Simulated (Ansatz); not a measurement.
Take PbSb$_{2}$Te$_{4}$ (space group R-3m, No. 166; a = 4.352 Å, c = 41.133 Å (hexagonal axes); a cell from a computed database, its experimental status unchecked) as the base.

Level of theory: PBE-D3(BJ) (Ansatz, an electronic-structure program, PAW, no SOC).

Base values:

```
Property                            Value
----------------------------  -----------
Gap character                 direct at T
Gap between the host's bands      0.13 eV
```

Now apply this change: 1.57 electrons added to each cell, a density of 7.0×10^21 cm⁻³, with a uniform compensating background at fixed cell and a 300 K Fermi–Dirac width.

Question: How does this affect the Fermi level from band edge?

Answer: The Fermi level relative to the doped band's edge (positive inside the band; to 0.05 eV) amounts to +0.55 eV.

Question: How does this affect the gap character?

Answer: The gap character remains direct at T.

Question: How does this affect the gap between the host's bands?

Answer: The gap between the host's bands falls by 0.01 eV (0.13 eV → 0.12 eV).

Carriers are added with a uniform compensating background; total energy and stress of such cells depend on the potential's zero and are not compared; many-body gap narrowing is missing at this level. Spin-orbit coupling, missing from the scalar runs, can matter with Pb, Sb and Te. No phonon test of stability was made. The zero or small gap of PbSb2Te4 can change with the level of theory.
